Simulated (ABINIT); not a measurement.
Equation of state of AlB2-type MgB2 (space group 191): energy against volume (ABINIT, PBEsol)

```
MgB2
1.0
    3.00028     0.00000     0.00000
   -1.50014     2.59832     0.00000
    0.00000     0.00000     3.41780
Mg B
1 2
Direct
  0.00000   0.00000   0.00000
  0.66667   0.33333   0.50000
  0.33333   0.66667   0.50000
```

Method: PBEsol, norm-conserving pseudopotentials (PseudoDojo nc-sr-04 PBEsol standard) (plane waves; ABINIT 10.0.3). Settings: pseudos = [Mg.upf, B.upf]; ecut = 55 Ha; ixc = -116133; occopt = 3; tsmear = 0.00183747 Ha; ngkpt = 19 19 14; nshiftk = 1; shiftk = 0 0 0; potentials = PseudoDojo nc-sr-04 PBEsol standard; nband = 13; kptopt = 1; nstep = 50; tolvrs = 1e-11. The cell above is the first row's. The rows scale it uniformly. In all rows fractional positions and the k mesh are held. E is the free energy at the stated smearing, counted from the lowest row.

| V (Å^3/atom) | E (meV/atom) |
|---|---|
| 8.8814 | ? |
| 9.0744 | 9.77 |
| 9.2675 | 2.75 |
| 9.4606 | 0.00 |
| 9.6537 | 1.14 |
| 9.8467 | 5.82 |
| 10.0398 | 13.73 |
| 10.2329 | 24.58 |
| 10.4260 | 38.10 |

Problem. Using the third-order Birch-Murnaghan form, a cubic in V^(-2/3), estimate the missing E at V = 8.8814 from the other rows, showing the fit.

Solution. With u = V^(-2/3) - 0.219, the rows have u = 0.010855, 0.007651, 0.004557, 0.001565, -0.001326, -0.004126, -0.006838, -0.009466. Least squares gives E = 3.237 - 1668.88·u + 211114·u² - 176752·u³. Residuals (row less fit): -0.001, 0.003, 0.001, -0.002, -0.002, 0.001, 0.003, -0.001; standard error 0.003 (degrees of freedom: 4). Its minimum lies at u = 0.003972, so V0 = (0.222972)^(-3/2) = 9.498. There d²E/du² = 418000 and d³E/du³ = -1061000, so B0 = (4/9) × 9.498^(-7/3) × 418000 × 0.160218 = 156 GPa (the last factor turns the table's units into GPa), and B0' = 4 + (2/3) × 0.222972 × (-1061000)/418000 = 3.6. The program's pressures in the fitted runs (not shown) pass through zero at V = 9.50, 0.00 % from this V0. At the withheld row, u = 0.014173, so E = 3.237 - 1668.88 × 0.014173 + 211114 × 0.014173² - 176752 × 0.014173³ = 21.488 meV/atom. The calculation gives 21.49 meV/atom, which the fit meets to the printed digits. The row lies outside the fitted rows, so this is an extrapolation. From the scatter of the fitted rows alone, a prediction at this place has a standard error of 0.008 meV/atom, so the miss is 0.3 times that.

Carrying the step between the two nearest rows on in a straight line would have given 16.79, off by 4.70; series whose last step already gives the withheld value aren't shown. The scan was laid around a cell of about the measured size, scaled by a guess for this functional; axis ratios and inner coordinates come from that cell. The runs keep the symmetry of the cell, so they don't test it for distortions. The shape of the cell and the inner coordinates aren't relaxed, so V0 and B0 belong to this uniform scaling; a relaxed crystal lies no higher in energy and is usually softer. Cutoffs and mesh are single choices, not tested for convergence of this quantity. Series with a scatter that would blur these digits, or in which a gap closes, are not shown. Nor are scans whose minimum lies at an end fitted in this form.
